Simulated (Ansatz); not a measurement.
Start from TiO2 in the rutile structure (space group P4_2/mnm, No. 136; a = 4.5912 Å, c = 2.9391 Å).

Now apply this change: a hydrostatic pressure of 0.7 GPa.

Levels (all Ansatz, a quantum-chemistry and plane-wave program, PAW): PBEsol (420 eV, scalar-relativistic without spin-orbit coupling); PBEsol+SOC (420 eV, spin-orbit coupling included).

The geometry is relaxed with PBEsol.

| Property | Result |
|---|---|
| PBEsol gap character | direct at Γ |
| PBEsol width of the top valence band | 1.65 eV |
| PBEsol lowest conduction level above the VBM at special points | Γ 1.87 eV; M 1.91 eV; R 1.91 eV; X 2.56 eV |
| PBEsol valence-band top at Γ | 0.00, -0.45, -0.45 eV |

Problem. How does going to PBEsol+SOC change the gap character, width of the top valence band, lowest conduction level above the VBM at special points and valence-band top at Γ?

Solution. The gap character is still direct at Γ; the width of the top valence band stays 1.65 eV; the lowest conduction level above the VBM at special points stays Γ 1.87 eV; M 1.91 eV; R 1.91 eV; X 2.56 eV; the valence-band top at Γ (three highest Kramers pairs, from the VBM) changes from 0.00, -0.45, -0.45 eV to 0.00, -0.44, -0.47 eV.

Single points use the geometry relaxed with PBEsol. Differences between runs with and without spin-orbit coupling are approximate. Load acts through the strain it causes; cell and atoms are relaxed under it. Stability against distortions was not tested. The runs without spin-orbit coupling are not spin-polarised.
